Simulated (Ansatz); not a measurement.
Results of r²SCAN+rVV10 (plane waves, PAW; Ansatz, a quantum-chemistry and plane-wave program) for GaSb (model structure, started from the BN type, Pm-3n, No. 223, 12 atoms in the cell).

Settings: plane-wave cutoff 560 eV, 8×8×8 k mesh, Fermi–Dirac smearing 0.05 eV, scalar-relativistic PAW data made under PBE.

Cell (relaxed at this level):

```cif
data_Ga6Sb6
_chemical_formula_sum 'Ga6 Sb6'
_space_group_name_H-M_alt 'Pm-3n'
_space_group_IT_number 223
_space_group_name_Hall '-P 4n 2 3'
_cell_length_a 7.54064
_cell_length_b 7.54064
_cell_length_c 7.54064
_cell_angle_alpha 90.000
_cell_angle_beta 90.000
_cell_angle_gamma 90.000
loop_
_atom_site_label
_atom_site_type_symbol
_atom_site_symmetry_multiplicity
_atom_site_Wyckoff_symbol
_atom_site_fract_x
_atom_site_fract_y
_atom_site_fract_z
_atom_site_occupancy
Ga1 Ga 6 c 0.00000 0.50000 0.25000 1
Sb1 Sb 6 d 0.00000 0.25000 0.50000 1
```

Give the computed band gap.


band gap: 0.32 eV (on the SCF k mesh)

Note: the relaxation could raise the start's symmetry but not lower it, so the cell can be a saddle point.

Spin–orbit coupling is not included; with these elements it can move the gap by several tenths of an eV or more.

Computed values are for the static lattice.

It cost roughly 15 core-minutes of CPU time.

A model structure was made by putting elements into a prototype or built by hand; it is no filed structure, need not be a known phase, and can be a saddle point held by its symmetry.
